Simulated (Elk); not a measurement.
Input and output of a self-consistent single point for Au (Fm-3m, 1 atom in the cell) (Elk).

Method of the run: LDA (PW92), all-electron FP-LAPW, Elk's shipped species files, LAPW+lo basis run with Elk.

```
Au
1.0
    0.00000     2.04000     2.04000
    2.04000     0.00000     2.04000
    2.04000     2.04000     0.00000
Au
1
Direct
  0.00000   0.00000   0.00000
```

Reference input (self-consistent single point, DFT, PBE, all-electron FP-LAPW, Elk's shipped species files, LAPW+lo basis): xctype = 20; rgkmax = 8; stype = 0; swidth = 0.00367493 Ha; ngridk = 18 18 18; gmaxvr = 14 1/bohr; nxoapwlo = 1; rmtscf = 0.92; maxscl = 100. This run's input differs from it in these lines:

```diff
@@ -2,5 +2,2 @@
   0
-
-xctype
-  20
```

Output, abridged:

```
│ Self-consistent loop started │
│ Loop number : 1 │
 total energy                :     -19034.9007998
│ Loop number : 2 │
 total energy                :     -19035.2435724
RMS change in Kohn-Sham potential (target) :   0.1370352502     (  0.1000000000E-05)
Absolute change in total energy (target)   :   0.3427726264     (  0.1000000000E-03)
│ Loop number : 3 │
 total energy                :     -19036.6023232
RMS change in Kohn-Sham potential (target) :   0.1120492054     (  0.1000000000E-05)
Absolute change in total energy (target)   :    1.444443926     (  0.1000000000E-03)
│ Loop number : 4 │
   [... lines left out ...]
Absolute change in total energy (target)   :   0.1092418010E-02 (  0.1000000000E-03)
│ Loop number : 13 │
 total energy                :     -19037.3904650
RMS change in Kohn-Sham potential (target) :   0.4962429125E-06 (  0.1000000000E-05)
Absolute change in total energy (target)   :   0.2623032269E-03 (  0.1000000000E-03)
│ Loop number : 14 │
 total energy                :     -19037.3904877
RMS change in Kohn-Sham potential (target) :   0.1062837015E-06 (  0.1000000000E-05)
Absolute change in total energy (target)   :   0.4295448161E-04 (  0.1000000000E-03)
Convergence targets achieved

│ Loop number : 15 │

Energies :
 Fermi                       :     0.348140244946
 total energy                :     -19037.3904871

Density of states at Fermi energy :    7.826615814
 (states/Hartree/unit cell)

Estimated indirect band gap :   0.2604212900E-02
 from k-point    180 to k-point    105
Estimated direct band gap   :   0.6493077600E-01
 at k-point     88

Charges :
 core                        :    48.00000000
 valence                     :    31.00000000
 interstitial                :    1.316692954
 muffin-tins (core leakage)
  species :    1 (Au)
   atom    1                 :    77.68330705     (  0.3279976221E-03)
 total in muffin-tins        :    77.68330705
 total calculated charge     :    78.99469764
 total charge                :    79.00000000
 error                       :   0.5302357229E-02

│ Self-consistent loop stopped │
```

The run converged in 15 iterations. The count includes the last loop, which Elk runs after its targets are met. 

The starting cell has typed, rounded lattice constants, without a prior relaxation at this level. Spin-orbit coupling is off. Values depend on the basis (sphere radii, cutoffs, local orbitals), which need not be converged. The log's line on a gap gives a spacing of levels on this mesh, which the program prints for metals too.
